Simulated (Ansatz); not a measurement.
System: interstitial Hf in monoclinic HfO2 (charge state +4). Level of theory: PBE, PAW (plane waves to 420 eV; Ansatz, a quantum-chemistry and plane-wave program).

Cell of 96 host sites held at the relaxed PBE lattice; the Γ point alone; Fermi-Dirac width 0.01 eV, spin-restricted; finite-size errors left in. Energies are static. Spin-orbit coupling is left out. The charge state is imposed; whether it is stable for some Fermi level was not computed. Sites that were not tried may lie lower.

Barriers: single points on a 2×2×2 k-point mesh shifted by half a step at the bands' geometries.

A. a concerted move, in which Hf travels most; the atom moves 1.46 Å along (0.26, -0.08, 0.11) of the unit cell; the moving atom starts with neighbours O at 1.99, O at 2.01, 2 O at 2.09, O at 2.16, O at 2.27, O at 2.47 Å and ends with O at 1.99, O at 2.01, 2 O at 2.09, O at 2.16, O at 2.27, O at 2.47 Å; saddle order not checked, on a symmetry element.
B. a concerted move, in which Hf travels most; the atom moves 3.46 Å along (0.00, 0.42, 0.50) of the unit cell; the moving atom starts with neighbours O at 1.99, O at 2.01, 2 O at 2.09, O at 2.16, O at 2.27, O at 2.47 Å and ends with O at 1.99, O at 2.01, 2 O at 2.09, O at 2.16, O at 2.27, O at 2.47 Å; saddle order not checked.

A band can be held on a symmetry element, so unchecked saddle points there may be too high.

Problem. Rank these by forward barrier (lowest first), as PBE, PAW gives it.

Solution. A (0.57 eV), B (4.42 eV)
